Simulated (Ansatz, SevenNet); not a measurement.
## L1₂ (Cu3Au-type) Pt₃Ti: enthalpy of formation by level of theory

No measured value is used here.

```
level (code)           value (eV/atom)
---------------------  ---------------
SevenNet-0                      -0.868
LDA (Ansatz)                    -0.897
PBE (Ansatz)                    -0.855
PBE-D4 (Ansatz)                 -0.855
r²SCAN (Ansatz)                 -0.918
HSE06 (Ansatz)                  -1.012
Hartree–Fock (Ansatz)           -1.477
```

Density-functional levels without +SOC have no spin–orbit coupling, which shifts binding energies of heavy elements. HSE06: exact exchange on metals is sensitive to the k mesh and can open a false gap. Hartree–Fock: the run has no spin polarisation, so it can have missed a magnetic state. Each level is taken at its own relaxed cell. Ansatz's density-functional and Hartree–Fock values are scalar-relativistic unless marked +SOC, with PAW data made under PBE.

Machine-learned potentials (SevenNet-0) are trained on DFT data: a solid inside that data is no test of them.

Ansatz is a program for electronic structure.
